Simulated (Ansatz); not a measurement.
Base system: HfN in the rock salt structure (space group Fm-3m, No. 225; relaxed with 0.1 eV smearing).

```
CELL_PARAMETERS angstrom
      0.00000     2.26306     2.26306
      2.26306     0.00000     2.26306
      2.26306     2.26306     0.00000
ATOMIC_POSITIONS crystal
  N  0.00000 0.00000 0.00000
  Hf 0.50000 0.50000 0.50000
```

Cartesian axes are those of the cell as printed.

The values are results of Kohn–Sham DFT with the r2SCAN functional, run in Ansatz (an electronic-structure program) with PAW and 500 eV plane waves, no spin-orbit coupling, earlier PAW set, not measurements.

For the base:

```
Quantity    Value
--------  -------
Pressure  0.0 GPa
```

Modification: the cell is compressed by 4.11 % along y with no lateral relaxation; the atoms relax in the strained cell.

Problem. What happens to the pressure and energy relative to the base?

Solution. The pressure (mean of the normal stresses, compression positive) goes from zero to 14.2 GPa; the energy rises by 44 meV/atom.

Stability against distortions was not tested. The final runs are not spin-polarised. An odd electron count without spin: HfN.
